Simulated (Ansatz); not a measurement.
Input:

```
CELL_PARAMETERS angstrom
      4.23119     0.00000     0.00000
      2.11560     3.66432     0.00000
      2.11560    -1.22144     3.32772
ATOMIC_POSITIONS crystal
  Cu 0.00560 0.99720 0.99161
  I  0.49440 0.25280 0.75839
```

No spin polarisation.

Level of theory: plane-wave PAW DFT at the LDA level (Ansatz, an electronic-structure program, 420 eV), no spin-orbit coupling. Settings: 10×10×10 k-points, 0.05 eV Fermi–Dirac smearing.

**Question.** Predict the valence-band top at Γ, gap character and space group.

**Answer.** 
* **Valence-band top at Γ (three highest levels, from the VBM)**: 0.00, -0.05, -0.05 eV
* **Gap character**: direct at Γ
* **Space group**: R3m (No. 160)

Spin-orbit coupling, missing from the scalar runs, can matter with I. The cells carry an imposed strain or load. Whether these cells are dynamically stable was not tested. All final runs are without spin polarisation. The cell was made from CuI in the zinc blende structure (space group F-43m, No. 216) by this change: biaxial strain +2.08 %, plane normal [111], relaxed out of plane.
